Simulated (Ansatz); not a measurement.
# A computed series for WSi2: response to strain

Consider WSi2 (space group I4/mmm, No. 139; a = 3.2289 Å, c = 7.8697 Å; relaxed with 0.1 eV smearing). Axes: x, y, z lie along a, b, c of the conventional cell.

Strains are applied to the cell and any free atomic positions relax.

All numbers come from PBE (Ansatz, a first-principles code; PAW; 420 eV plane waves; without spin-orbit coupling).

Candidates:
(a) uniaxial strain ε_zz = −2.00 %
(b) uniaxial strain ε_zz = +3.00 %
(c) uniaxial strain ε_zz = +2.00 %

Notes on the quantities. energy relative to the base: free energy F.

### Question
Order them by energy relative to the base, lowest first.

### Answer
(c) uniaxial strain ε_zz = +2.00 % (+8.3 meV/atom), (a) uniaxial strain ε_zz = −2.00 % (+9.5 meV/atom), (b) uniaxial strain ε_zz = +3.00 % (+18 meV/atom)

Whether these cells are dynamically stable was not tested. The final runs are not spin-polarised.
